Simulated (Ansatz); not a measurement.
**Effect of pressure −1 GPa on Ga2O3**

Take Ga$_{2}$O$_{3}$ in the corundum structure (space group R-3c, No. 167; a = 5.0003 Å, c = 13.4488 Å (hexagonal axes)) as the base.

Modification: a negative pressure, −1 GPa.

Calculations: Ansatz (a quantum-chemistry and plane-wave program) PBEsol, scalar-relativistic without spin-orbit coupling. Γ-centred 8×8×8 mesh, Fermi–Dirac width 0.05 eV.

The volume per atom rises by 0.045 Å³ to 9.75 Å³ and the density decreases by 0.03 g/cm³, from 6.41 g/cm³ to 6.38 g/cm³. The lattice parameter a rises by 0.007 Å, from 5.000 Å to 5.007 Å and the c/a ratio is nearly the same (2.690 against 2.691). The shortest interatomic distance increases by 0.003 Å to 1.934 Å and the enthalpy H = E + PV relative to the base's energy comes out as -0.06 eV/atom. The band gap drops by 0.05 eV (2.70 eV → 2.65 eV) and the gap character stays indirect, Γ–S₀ (50 % along) → Γ. The smallest direct gap decreases by 0.05 eV (2.95 eV → 2.90 eV) and the width of the top valence band remains 0.45 eV. The electron mass stays 0.22 mₑ (at Γ).

Load acts through the strain it causes; cell and atoms are relaxed under it. Effective masses come from finite differences of ±0.01 Å⁻¹. Stability against distortions was not tested.
